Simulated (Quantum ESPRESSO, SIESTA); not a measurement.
A SIESTA input for a self-consistent single point of MnCoN2 (R3m, 4 atoms in the cell) (DFT, GGA PBEsol, numerical atomic orbitals DZP, PseudoDojo PBEsol standard norm-conserving potentials (rewritten from UPF to PSML)):

```
# files in the folder: Mn.psml Co.psml N.psml (PseudoDojo PBEsol standard)
SystemName  MnCoN2
SystemLabel siesta

NumberOfAtoms                4
NumberOfSpecies              3
%block ChemicalSpeciesLabel
  1 25 Mn
  2 27 Co
  3 7 N
%endblock ChemicalSpeciesLabel
LatticeConstant              1.0 Bohr
%block LatticeVectors
     2.766035592    1.596971643    8.981367493
    -2.766035592    1.596971643    8.981367493
     0.000000000   -3.193943286    8.981367493
%endblock LatticeVectors
AtomicCoordinatesFormat      Ang
%block AtomicCoordinatesAndAtomicSpecies
     0.000000000    0.000000000    2.657586830  1
    -0.000000000    0.000000000    9.847956837  2
     0.000000000   -0.000000000    0.944320917  3
    -0.000000000    0.000000000    8.001747421  3
%endblock AtomicCoordinatesAndAtomicSpecies

XC.functional                GGA
XC.authors                   PBEsol
PAO.BasisSize                DZP
PAO.EnergyShift              0.01 Ry
MeshCutoff                   400 Ry
%block kgrid.MonkhorstPack
   12   0   0  0.0
    0  12   0  0.0
    0   0  12  0.0
%endblock kgrid.MonkhorstPack
OccupationFunction           MP
OccupationMPOrder            0
ElectronicTemperature        3156.43 K

MaxSCFIterations             150
SCF.Mixer.Method             Pulay
SCF.Mixer.Weight             0.2
SCF.Mixer.History            8
SCF.DM.Tolerance             1.0E-04
Diag.ParallelOverK           true
WriteForces                  true
Charge.Mulliken              end
```

**Question.** Write the same calculation as an input for Quantum ESPRESSO.

**Answer.** This is the input that was run; spellings and numerical settings could be chosen otherwise.

```fortran
&CONTROL
   calculation = 'scf'
   outdir = './out'
   pseudo_dir = './'
   verbosity = 'high'
   tprnfor = .true.
   tstress = .true.
/
&SYSTEM
   ibrav = 0
   celldm(1) = 9.53237820
   nat = 4
   ntyp = 3
   ecutwfc = 50
   ecutrho = 400
   occupations = 'smearing'
   smearing = 'gauss'
   degauss = 0.019992
/
&ELECTRONS
   conv_thr = 1.0e-11
/
ATOMIC_SPECIES
Mn    54.9380  mn_pbesol_v1.5.uspp.F.UPF
Co    58.9332  co_pbesol_v1.2.uspp.F.UPF
N     14.0070  n_pbesol_v1.2.uspp.F.UPF
ATOMIC_POSITIONS {crystal}
Mn    0.18639000    0.18639000    0.18639000
Co    0.69068700    0.69068700    0.69068700
N     0.06623000    0.06623000    0.06623000
N     0.56120300    0.56120300    0.56120300
K_POINTS {automatic}
12 12 12  0 0 0
CELL_PARAMETERS {alat}
   0.29017269     0.16753128     0.94219588
  -0.29017269     0.16753128     0.94219588
   0.00000000    -0.33506256     0.94219588
```

Basis, cutoffs, solver keys and any potentials are the target program's own. This input uses DFT, PBEsol, plane waves, GBRV 1.5 ultrasoft (PBESOL) pseudopotentials.

The starting cell comes from a database of computed structures (which also holds hypothetical and non-ambient phases and stackings), without a prior relaxation at this level. Its lattice was rescaled by a random factor within 2.5 % of one.
